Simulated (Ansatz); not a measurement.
# Short convergence ladders for CrAgSe2 (R3m, 4 atoms in the cell)

```
CELL_PARAMETERS angstrom
      1.87688     1.08362     7.05254
     -1.87688     1.08362     7.05254
      0.00000    -2.16723     7.05254
ATOMIC_POSITIONS crystal
  Cr 0.00012 0.00012 0.00012
  Ag 0.84918 0.84918 0.84918
  Se 0.72911 0.72911 0.72911
  Se 0.26580 0.26580 0.26580
```
Moments meant for the start (each program seeds them in its own way; μB, in the order of the atoms Cr Ag Se Se): 3.0 0.0 0.0 0.0.

Base method: LDA (PW92), default PAW files made with PBE (plane waves; Ansatz, a first-principles code).

Base settings: basis.ecutwfc = 420 eV; kpoints.mp_grid.grid = 6 6 6; hamiltonian.xc = lda; hamiltonian.pseudopotentials = {kind: paw} (the program's default PAW files); magnetization.spin_polarized = true; scf.occupations.method = fermi_dirac; scf.occupations.width = 0.05 eV.

The count of work is k-points × plane waves × bands × iterations; it is no time. 

**The force threshold of a relaxation**

On CrAgSe2 (R3m, 4 atoms in the cell): one atom moved by 0.15 angstrom.

In this ladder: relax = atoms.

The mesh stays at the base's, so the ladder's end is converged at best in this setting alone.

Only quantities that move along the ladder and can be compared are tabulated.

| relax.f_tol | free energy less the last step's (meV/atom) | largest force left (eV/Å) | relaxation steps |
|---|---|---|---|
| 0.2 eV/Å | 0.20 | 0.1208 | 3 |
| 0.1 eV/Å | 0.02 | 0.0227 | 3 |
| 0.05 eV/Å | 0.02 | 0.0227 | 3 |
| 0.03 eV/Å | 0.02 | 0.0227 | 4 |
| 0.02 eV/Å | 0.00 | 0.0056 | 4 |
| 0.01 eV/Å | 0.00 | 0.0056 | 4 |
| 0.005 eV/Å | 0.00 | 0.0042 | 5 |
| 0.002 eV/Å | 0.00 | 0.0001 | 6 |
| 0.001 eV/Å | 0.00 | 0.0002 | 6 |

Coarsest relax.f_tol that holds the largest force left within 0.005 eV/Å of the last step, with all finer ones: 0.005 eV/Å; the step before is off by 0.0055 eV/Å.

Coarsest relax.f_tol that holds the free energy within 0.05 meV/atom of the last step, with all finer ones: 0.1 eV/Å; the step before is off by 0.20 meV/atom.

**The size of the supercell around a displaced atom**

On CrAgSe2 (R3m, 8 atoms in the cell), and larger cells.

Steps: 2 x 1 x 1 supercell, one Se atom moved by 0.02 angstrom along z; 2 x 2 x 1 supercell, one Se atom moved by 0.02 angstrom along z; and so on, with the mesh thinned in proportion.

Only quantities that move along the ladder and can be compared are tabulated.

```tsv
atoms	largest change of a force by the displacement (eV/Å)	count of work / last
8	0.1943	0.50
16	0.1916	0.84
32	0.1921	1.0
```

Smallest size that holds the largest change of a force by the displacement within 0.001 eV/Å of the last step, with all finer ones: 16; the step before is off by 0.0021 eV/Å.

On the base run: the starting cell comes from a database of computed structures (which also holds hypothetical and non-ambient phases and stackings), without a prior relaxation at this level. Its lattice was rescaled by up to half a per cent. With one magnetic atom in the cell only a parallel order is possible. In the base run, with a pressure of about -7 GPa the cell is away from its equilibrium volume at this level.

Keys are those of Ansatz 0.2.
